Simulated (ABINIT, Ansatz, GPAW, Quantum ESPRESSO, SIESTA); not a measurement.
# Code comparison for Pd (Fm-3m, 1 atom in the cell)

Self-consistent single point.

```yaml
crystal:
  lattice:
    - [0.00000, 1.99195, 1.99195]
    - [1.99195, 0.00000, 1.99195]
    - [1.99195, 1.99195, 0.00000]
  atoms:
    - { symbol: Pd, position: [0.00000, 0.00000, 0.00000], spin: 1.0 }
```
(The spins are starting values, not results.)

Shared settings, as Ansatz (an electronic-structure program) writes them: kpoints.mp_grid.grid = 8 8 8; scf.occupations.method = gaussian; scf.occupations.width = 0.02 Ry. Potentials and cutoffs stand in the table.

| code | model | pressure (GPa) | cutoff |
|---|---|---|---|
| ABINIT | PBE, PAW (JTH v2.0 PBE PAW) | -4.18 | 653 eV |
| Ansatz | PBE, PAW files | -4.03 | 30.9 Ry |
| SIESTA | GGA PBE, numerical atomic orbitals DZP, PseudoDojo PBE standard norm-conserving potentials (rewritten from UPF to PSML) | -5.89 | grid 400 Ry |
| Quantum ESPRESSO | PBE, SSSP 1.1.2 efficiency (PBE) pseudopotentials | -4.20 | 60 Ry |
| GPAW | PBE, GPAW PAW datasets PBE (gpaw-data 1.0.1) | -4.00 | 600 eV |

On Ansatz's run: the starting moments vanished: the run ended non-magnetic. The program warned that a starting moment was not kept.

The spread over the programs that give each value: pressure within 1.89 GPa.

SIESTA uses small atom-centred bases, whose incompleteness enters pressures, forces and empty levels differently from a plane-wave cutoff. Ansatz's pressure is given at a fixed set of plane waves, as the other plane-wave codes print theirs; with its correction for the finite basis it is -3.98 GPa. In the pressure, SIESTA (by 1.78) lies more than 1 GPa from the median of the plane-wave programs.

On the base mesh (10 10 10) the same programs gave: Ansatz pressure -4.62 GPa; Quantum ESPRESSO pressure -4.78 GPa; ABINIT pressure -4.76 GPa; GPAW pressure -4.59 GPa; SIESTA pressure -6.35 GPa.

The values differ from the base mesh's, so the mesh still matters here: the table compares the programs at equal settings.

The starting cell comes from a database of computed structures (which also holds hypothetical and non-ambient phases and stackings), without a prior relaxation at this level. Its lattice was rescaled by a random factor within 2.5 % of one.

Left out of this page: Elk and FLEUR (not drawn, or without a comparable value).

Keys are those of Ansatz 0.2.
